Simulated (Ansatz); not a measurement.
Take C in the diamond structure (space group Fd-3m, No. 227) as the base.

```yaml
crystal:
  lattice:
    - [0.00000, 1.78579, 1.78579]
    - [1.78579, 0.00000, 1.78579]
    - [1.78579, 1.78579, 0.00000]
  atoms:
    - { symbol: C, position: [0.00000, 0.00000, 0.00000] }
    - { symbol: C, position: [0.25000, 0.25000, 0.25000] }
```

Level of theory: Ansatz (a first-principles code), PBE, PAW, cutoff 420 eV, no spin-orbit coupling.

Strains are applied to the cell and any free atomic positions relax.

One change was made to it. Results:

```tsv
quantity	base	after
energy relative to the base (free energy F)	0 meV/atom	+68 meV/atom
smallest direct gap	5.58 eV	5.84 eV
band gap	4.13 eV	4.34 eV
hole mass (degenerate bands, along [100])	0.30, 0.30, 0.51 mₑ (at Γ)	0.28, 0.28, 0.55 mₑ (at Γ)
```

### Question
Which of these changes matches the shifts?
A. isotropic strain +2.50 %
B. isotropic strain −2.50 %
C. isotropic strain −3.00 %

### Answer
C, isotropic strain −3.00 %. For comparison, the energy relative to the base in the other runs: isotropic strain +2.50 % gives +40 meV/atom; isotropic strain −2.50 % gives +46 meV/atom.

Masses are band curvatures over ±0.01 Å⁻¹ around the edge. Whether these cells are dynamically stable was not tested.
